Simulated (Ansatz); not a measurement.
Input for KBr (rock salt start, 32-atom cell) (held in this type by symmetry, stable or not):

Ansatz 0.2 input:
```yaml
crystal:
  lattice:
    - [-6.7, 6.7, 6.7]
    - [6.7, -6.7, 6.7]
    - [6.7, 6.7, -6.7]
  atoms:
    - { symbol: K, position: [0.0, 0.25, 0.75] }
    - { symbol: K, position: [0.0, 0.5, 0.5] }
    - { symbol: K, position: [0.0, 0.75, 0.25] }
    - { symbol: K, position: [0.25, 0.0, 0.75] }
    - { symbol: K, position: [0.0, 0.0, 0.0] }
    - { symbol: K, position: [0.25, 0.25, 0.5] }
    - { symbol: K, position: [0.25, 0.5, 0.25] }
    - { symbol: K, position: [0.5, 0.75, 0.75] }
    - { symbol: K, position: [0.25, 0.75, 0.0] }
    - { symbol: K, position: [0.5, 0.0, 0.5] }
    - { symbol: K, position: [0.5, 0.25, 0.25] }
    - { symbol: K, position: [0.75, 0.5, 0.75] }
    - { symbol: K, position: [0.5, 0.5, 0.0] }
    - { symbol: K, position: [0.75, 0.75, 0.5] }
    - { symbol: K, position: [0.75, 0.0, 0.25] }
    - { symbol: K, position: [0.75, 0.25, 0.0] }
    - { symbol: Br, position: [0.5, 0.75, 0.25] }
    - { symbol: Br, position: [0.5, 0.0, 0.0] }
    - { symbol: Br, position: [0.5, 0.25, 0.75] }
    - { symbol: Br, position: [0.75, 0.5, 0.25] }
    - { symbol: Br, position: [0.5, 0.5, 0.5] }
    - { symbol: Br, position: [0.75, 0.75, 0.0] }
    - { symbol: Br, position: [0.75, 0.0, 0.75] }
    - { symbol: Br, position: [0.0, 0.25, 0.25] }
    - { symbol: Br, position: [0.75, 0.25, 0.5] }
    - { symbol: Br, position: [0.0, 0.5, 0.0] }
    - { symbol: Br, position: [0.0, 0.75, 0.75] }
    - { symbol: Br, position: [0.25, 0.0, 0.25] }
    - { symbol: Br, position: [0.0, 0.0, 0.5] }
    - { symbol: Br, position: [0.25, 0.25, 0.0] }
    - { symbol: Br, position: [0.25, 0.5, 0.75] }
    - { symbol: Br, position: [0.25, 0.75, 0.5] }
basis:
  ecutwfc: 420
  ecutrho_ratio: 4
  xc_grid: 2
kpoints:
  mp_grid: { grid: [3, 3, 3] }
hamiltonian:
  xc: pbe
  dispersion: none
  pseudopotentials: { kind: paw }
scf:
  n_extra_bands: 19
  occupations: { method: fermi_dirac, width: 0.01 }
output:
  forces: true
  stress: true
  eigenstates:
    kpoints:
      - [0.0, 0.0, 0.0]
      - [-0.5, -0.5, -0.5]
      - [-0.15, 0.15, -0.15]
      - [0.15, -0.15, -0.15]
    e_range: [-4.0, 6.0]
    localisation: true
relax:
  f_tol: 0.03
  max_steps: 90
  cell: { stress_tol: 0.15 }
```

The numbers are results of PBE (plane waves to 420 eV, PAW; Ansatz, a quantum-chemistry and plane-wave program), not measurements. Spin–orbit coupling is left out. Its k-point mesh 3×3×3, Fermi–Dirac width 0.01 eV.

### Question
What does the end of the output print (band table and long remarks left out, numbers rounded to eight decimals)?

### Answer
```
SCF converged after 3 iterations
Free energy (F): -69192.064200 eV
Harris-Foulkes:  -69192.064200 eV  (|F-HF|=3.16e-9)
Internal energy: -69192.064200 eV  (E = F + TS)
E sigma→0 (E₀):  -69192.064200 eV
Fermi energy:    2.936858 eV
--- Per-component energies (eV) ---
  E_band       = -2219.124291
  E_kinetic    = 6207.300579
  E_local      = -13713.641655  (includes V_loc(G=0)·N_el)
  E_nonlocal   = 1324.390594
  E_hartree    = 4458.903431
  E_xc         = -6406.475803
  E_vxc        = -4309.591058  (∫ρ·V_xc dr)
  E_paw        = -48453.809149  (= ΣΔE_a)
  E_vpaw       = -645.387494  (= ΣTr[D̂ρ^β])
  E_aug_tail   = -0.000060  (compensation charges beyond the density's cutoff)
  E_ewald      = -12608.732137
  E_smearing   = 0.000000  (= −TS)
  E_closure    = 0.000000  (closes the sum)
  Σ components = -69192.064200   (vs F -69192.064200, Δ=0.00e0)
--- Forces (eV/Å), atoms counted from 1 ---
  atom   1  K     0.00000000     0.00000000     0.00000000
  atom   2  K      0.00000000     0.00000000     0.00000000
  atom   3  K      0.00000000     0.00000000    0.00000000
  atom   4  K     0.00000000    0.00000000    0.00000000
  atom   5  K      0.00000000    0.00000000    0.00000000
  atom   6  K      0.00000000     0.00000000     0.00000000
  atom   7  K      0.00000000     0.00000000    0.00000000
  atom   8  K      0.00000000    0.00000000     0.00000000
  atom   9  K      0.00000000     0.00000000     0.00000000
  atom  10  K      0.00000000    0.00000000    0.00000000
  atom  11  K      0.00000000    0.00000000     0.00000000
  atom  12  K      0.00000000     0.00000000     0.00000000
  atom  13  K     0.00000000     0.00000000     0.00000000
  atom  14  K     0.00000000     0.00000000    0.00000000
  atom  15  K      0.00000000    0.00000000    0.00000000
  atom  16  K      0.00000000     0.00000000    0.00000000
  atom  17  Br     0.00000000    0.00000000    0.00000000
  atom  18  Br     0.00000000    0.00000000    0.00000000
  atom  19  Br     0.00000000     0.00000000    0.00000000
  atom  20  Br    0.00000000    0.00000000     0.00000000
  atom  21  Br    0.00000000     0.00000000    0.00000000
  atom  22  Br    0.00000000     0.00000000     0.00000000
  atom  23  Br     0.00000000    0.00000000    0.00000000
  atom  24  Br    0.00000000    0.00000000    0.00000000
  atom  25  Br    0.00000000    0.00000000    0.00000000
  atom  26  Br     0.00000000    0.00000000     0.00000000
  atom  27  Br     0.00000000     0.00000000     0.00000000
  atom  28  Br    0.00000000    0.00000000    0.00000000
  atom  29  Br    0.00000000    0.00000000    0.00000000
  atom  30  Br    0.00000000     0.00000000    0.00000000
  atom  31  Br     0.00000000     0.00000000     0.00000000
  atom  32  Br     0.00000000    0.00000000    0.00000000
  max |Σ_I F_I| component: 4.10e-26 eV/Å
--- Stress (GPa, compression-positive) ---
        0.033472       0.000000       0.000000
        0.000000       0.033472       0.000000
       0.000000      0.000000       0.033472
  P = ⅓ Tr σ = 0.0335 GPa (0.335 kbar)
--- Relaxed structure (1 steps of the walk, 1 accepted, 1 SCFs on fresh bases) ---
  F+E_penalty+E_count = -69192.06419989 eV   max|allowed force component| = 1.057e-26 eV/Å   (the final SCF, on the basis selected at the relaxed cell)
  cell:  # Å, volume = 1203.0520 Å³
    - [-6.7, 6.7, 6.7]
    - [6.7, -6.7, 6.7]
    - [6.7, 6.7, -6.7]
  atoms:
    - { symbol: K, position: [0.0, 0.25000000, 0.75] }
    - { symbol: K, position: [0.0, 0.50000000, 0.50000000] }
    - { symbol: K, position: [0.0, 0.75, 0.25000000] }
    - { symbol: K, position: [0.25000000, 0.0, 0.75] }
    - { symbol: K, position: [0.0, 0.0, 0.0] }
    - { symbol: K, position: [0.25000000, 0.25000000, 0.50000000] }
    - { symbol: K, position: [0.25, 0.5, 0.25000000] }
    - { symbol: K, position: [0.50000000, 0.75, 0.75] }
    - { symbol: K, position: [0.25000000, 0.75, 0.0] }
    - { symbol: K, position: [0.50000000, 0.0, 0.50000000] }
    - { symbol: K, position: [0.5, 0.25, 0.25000000] }
    - { symbol: K, position: [0.75, 0.50000000, 0.75] }
    - { symbol: K, position: [0.50000000, 0.50000000, 0.0] }
    - { symbol: K, position: [0.75, 0.75, 0.50000000] }
    - { symbol: K, position: [0.75, 0.0, 0.25000000] }
    - { symbol: K, position: [0.75, 0.25000000, 0.0] }
    - { symbol: Br, position: [0.50000000, 0.75, 0.25000000] }
    - { symbol: Br, position: [0.50000000, 0.0, 0.0] }
    - { symbol: Br, position: [0.50000000, 0.25, 0.75] }
    - { symbol: Br, position: [0.75, 0.50000000, 0.25000000] }
    - { symbol: Br, position: [0.50000000, 0.50000000, 0.50000000] }
    - { symbol: Br, position: [0.75, 0.75, 0.0] }
    - { symbol: Br, position: [0.75, 0.0, 0.75] }
    - { symbol: Br, position: [0.0, 0.25000000, 0.25000000] }
    - { symbol: Br, position: [0.75, 0.25000000, 0.50000000] }
    - { symbol: Br, position: [0.0, 0.50000000, 0.0] }
    - { symbol: Br, position: [0.0, 0.75, 0.75] }
    - { symbol: Br, position: [0.25000000, 0.0, 0.25000000] }
    - { symbol: Br, position: [0.0, 0.0, 0.50000000] }
    - { symbol: Br, position: [0.25000000, 0.25000000, 0.0] }
    - { symbol: Br, position: [0.25, 0.50000000, 0.75] }
    - { symbol: Br, position: [0.25000000, 0.75, 0.50000000] }
```

Cost: very roughly 110 core-seconds.
